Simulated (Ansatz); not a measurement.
## Sn4Pd, response to strain

The parent structure is Sn4Pd (space group Ccce, No. 68).

```
Sn4Pd
1.0
    3.22131    -5.71110     0.00000
    3.22131     5.71110     0.00000
    0.00000     0.00000     6.39775
Sn Pd
8 2
Cartesian
  2.13889   1.43800   2.11731
  4.30374  -1.43800   2.11731
  2.13889  -1.43800   4.28044
  4.30374   1.43800   4.28044
  1.08242  -1.43800   1.08157
  5.36021   1.43800   1.08157
  1.08242   1.43800   5.31618
  5.36021  -1.43800   5.31618
  3.22131   0.00000   0.00000
  0.00000   0.00000   3.19887
```

Cartesian axes are those of the cell as printed.

Strains are applied to the cell and any free atomic positions relax; under biaxial strain the out-of-plane vector relaxes too.

All numbers come from Ansatz (a quantum-chemistry and plane-wave program) PBEsol, scalar-relativistic without spin-orbit coupling.

Notes on the quantities. energy relative to the base: free energy F; pressure: mean of the normal stresses, compression positive.

```tsv
change	energy relative to the base	pressure	volume per atom
base	0 meV/atom	0.0 GPa	23.54 Å³
biaxial strain −2.64 %, plane normal [001], relaxed out of plane	+14 meV/atom	2.5 GPa	22.77 Å³
isotropic strain +0.89 %	+3.5 meV/atom	-1.7 GPa	24.17 Å³
uniaxial strain ε_yy = −0.54 %	+0.3 meV/atom	0.3 GPa	23.41 Å³
uniaxial strain ε_zz = −2.81 %	+6.6 meV/atom	2.1 GPa	22.88 Å³
```

Without a gap, meshes like the base's 8×8×8 leave anisotropic stresses uncertain by several tenths of a GPa, and small strain energies with them. Stability against distortions was not tested. All final runs are without spin polarisation.
